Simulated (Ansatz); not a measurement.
## Effect of isotropic strain +1.23 % on Pt

Take Pt in the fcc (Cu type) structure (space group Fm-3m, No. 225; a = 3.9415 Å; relaxed with 0.1 eV smearing) as the base.

One thing is altered: the cell is scaled by 1.0123 in all directions; the atoms relax in the strained cell.

Computed with DFT with r2SCAN, PAW potentials and a 500 eV plane-wave cutoff in Ansatz (a quantum-chemistry and plane-wave program), without spin-orbit coupling, earlier PAW set. k-mesh 29×29×29 (Γ-centred); smearing 0.1 eV (Fermi–Dirac).

Volume per atom: 15.88 Å³ (base 15.31 Å³)
Space group: Fm-3m (No. 225) (base Fm-3m (No. 225))
Shortest interatomic distance: 5.332 bohr (base 5.267 bohr)
Energy relative to the base (free energy F): +17 meV/atom
Band gap: zero (base zero)

Cost of the whole job for the changed cell (relaxation, final SCF and bands): around 40 core-seconds (rough).

No phonon test of stability was made. All final runs are without spin polarisation. Pt lies near a magnetic instability that expansion can trigger; it was not tested.
